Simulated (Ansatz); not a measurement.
Cohesive energy of CsCl-type CoAl at several levels of theory

No measured value is used here.

| level (code) | value (eV/atom) | cell (Å³/atom) |
|---|---|---|
| LDA (Ansatz) | 6.01 | 10.90 |
| PBE (Ansatz) | 4.82 | 11.60 |
| r²SCAN (Ansatz) | 4.69 | 11.25 |
| PBE0 (Ansatz) | 3.86 | 11.08 |

PBE0: the run has no spin polarisation, so it can have missed a magnetic state. PBE0: the free atom's electronic state is in doubt. Each level is taken at its own relaxed cell. Cutoffs and k meshes differ between the levels. Ansatz's density-functional and Hartree–Fock values are scalar-relativistic unless marked +SOC, with PAW data made under PBE.

Ansatz is a quantum-chemistry and plane-wave program.
